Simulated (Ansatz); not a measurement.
Consider the following.

A slab with vacuum along the third vector:

```xyz
18
Lattice="3.8353 0.0000 0.0000 0.0000 6.1132 0.0000 0.0000 0.0000 28.0000" Properties=species:S:1:pos:R:3 pbc="T T T"
Sn     1.9177     0.8986     7.8520
Sn     0.0000     4.0940     8.1366
O      1.9177     5.0674     8.9059
O      0.0000     3.7675    10.3100
Sn     1.9177     4.6649    11.1025
Sn     0.0000     1.6335    10.9795
O      1.9177     2.5183    11.7340
O      0.0000     1.2912    13.2163
Sn     1.9177     2.1987    13.9598
Sn     0.0000     5.3131    14.0402
O      1.9177     0.1074    14.7837
O      0.0000     4.9935    16.2660
Sn     1.9177     5.8783    17.0205
Sn     0.0000     2.8469    16.8975
O      1.9177     3.7444    17.6900
O      0.0000     2.4445    19.0941
Sn     1.9177     3.4179    19.8634
Sn     0.0000     0.5000    20.1481
```

Model: 18-atom slab, O8Sn10, 12.0 Å thick at the start, 7x4x1 mesh, Fermi-Dirac 0.025 eV, dipole correction, all atoms relaxed; start symmetry kept, larger cells not searched; no spin (no spin-polarised run to compare, though such a face may carry moments), no spin-orbit, no U. The slab shows no gap on its mesh.

Task: Estimate the work function of the top face that PBE with D3(BJ) dispersion (Ansatz, an electronic-structure program) returns for this input.

Result: 3.69 eV
